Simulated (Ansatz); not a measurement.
The starting structures come from a database of crystals and need not be the phases stable at ambient conditions.

Tunnelling through a barrier is set by its complex band structure: the current falls as exp(−2κd) with the smallest κ.

Consider the following.

```
CELL_PARAMETERS angstrom
      7.09215     0.00000     0.00000
      0.00000     7.35550     0.00000
      0.00000     0.00000     7.09215
ATOMIC_POSITIONS crystal
  In 0.50000 0.74311 0.50000
  In 0.50000 0.25689 0.50000
  In 0.00000 0.24311 0.00000
  In 0.00000 0.75689 0.00000
  In 0.34781 0.01134 0.84092
  In 0.84092 0.98866 0.65219
  In 0.65219 0.01134 0.15908
  In 0.15908 0.98866 0.34781
  In 0.84781 0.51134 0.65908
  In 0.34092 0.48866 0.84781
  In 0.15219 0.51134 0.34092
  In 0.65908 0.48866 0.15219
  Ru 0.84582 0.75000 0.34582
  Ru 0.34582 0.25000 0.15418
  Ru 0.15418 0.75000 0.65418
  Ru 0.65418 0.25000 0.84582
```

Space group of this cell: P-4n2. The cell is taken as given; by r2SCAN its mean pressure is -2.7 GPa.

Transport runs along the normal of the first two printed cell vectors, the (100) plane of the conventional cell.

No gap correction and no spin-orbit coupling; mid-gap values are interpolated between computed energies.

### Question
Estimate the band gap and the smallest decay constant κ at mid-gap that r2SCAN in Ansatz (a program for electronic structure) returns for this system.

### Answer
Gap 0.48 eV on a 4×4×4 mesh; κ = 0.124 1/Å, at (0.250, 0.500) of the in-plane reciprocal vectors. At the zone centre, at the nearest computed energy, the slowest state has κ = 0.18 1/Å.
